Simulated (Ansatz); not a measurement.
The starting structures come from a database of crystals and need not be the phases stable at ambient conditions.

Inside the gap of an insulator the Bloch states are evanescent, with a wavenumber k + iκ along the transport direction.

Consider the following.

```yaml
crystal:
  lattice:
    - [9.10069, 0.00000, 0.00000]
    - [3.69795, 8.31552, 0.00000]
    - [1.80092, -4.74280, 2.65362]
  atoms:
    - { symbol: Sr, position: [0.00000, 0.00000, 0.00000] }
    - { symbol: Sr, position: [0.33333, 0.00448, 0.33781] }
    - { symbol: Sr, position: [0.66667, 0.99552, 0.66219] }
    - { symbol: Ta, position: [0.33333, 0.49017, 0.82350] }
    - { symbol: Ta, position: [0.66667, 0.50983, 0.17650] }
    - { symbol: Zn, position: [0.00000, 0.50000, 0.50000] }
    - { symbol: O, position: [0.50000, 0.50000, 0.50000] }
    - { symbol: O, position: [0.00000, 0.00000, 0.50000] }
    - { symbol: O, position: [0.50000, 0.50000, 0.00000] }
    - { symbol: O, position: [0.16964, 0.50714, 0.16785] }
    - { symbol: O, position: [0.83036, 0.49286, 0.83216] }
    - { symbol: O, position: [0.66071, 0.01607, 0.18571] }
    - { symbol: O, position: [0.33929, 0.98393, 0.81429] }
    - { symbol: O, position: [0.16964, 0.50714, 0.67678] }
    - { symbol: O, position: [0.83036, 0.49286, 0.32322] }
```

Space group of this cell: P-3m1. The cell is taken as given; by r2SCAN its mean pressure is -5.4 GPa.

Transport runs along the normal of the first two printed cell vectors, the (111) plane of the conventional cell.

The gap is the functional's own. No spin-orbit coupling. Mid-gap values are interpolated on the energy grid.

**Question.** State the band gap and the smallest decay constant κ at mid-gap according to r2SCAN (Ansatz, a first-principles code).

**Answer.** Gap 3.90 eV on a 12×12×12 mesh; κ = 0.350 1/Å, at (0.500, 0.500) of the in-plane reciprocal vectors. At the zone centre, at the nearest computed energy, the slowest state has κ = 0.36 1/Å.
